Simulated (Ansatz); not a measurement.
S on the 1x1 (111) surface of fcc Cu, one in a 3x3 cell, energies for each (51.4 Å²). Energies are against ⅛ S8(g), without zero-point or thermal terms; each row is named by its start.

Computed with PBE (plane waves to 420 eV, PAW; Ansatz, a first-principles code).

Set-up: 37 atoms, 6.2 Å thick at the start under the adsorbate (thin: gaps and levels are the slab's own); mesh 4x4x1; 0.1 eV smearing; dipole correction on; 18 atoms held, the rest relaxed; each run with such symmetry as its start has; spin-polarised, no spin-orbit, no U, no dispersion correction.

A negative adsorption energy means that the adsorbate is more stable on the surface than in its reference. Heights count from the host atoms within 0.3 Å of the top one.

| starting site | E_ads (eV) | height (Å) | nearest host atom (Å) | bonded to | Δ work function (eV) | lateral drift (Å) | moment (μB) |
|---|---|---|---|---|---|---|---|
| top Cu | 0.01 | 1.90 | Cu 2.08 | Cu | 0.65 | 0.0 | 0.0 |
| hollow Cu-Cu-Cu over Cu at depth 2.1 Å | -1.19 | 1.68 | Cu 2.23 | 3 Cu | 0.42 | 0.0 | 0.0 |
| hollow Cu-Cu-Cu over Cu at depth 4.1 Å | -1.23 | 1.65 | Cu 2.22 | 3 Cu | 0.40 | 0.0 | 0.0 |
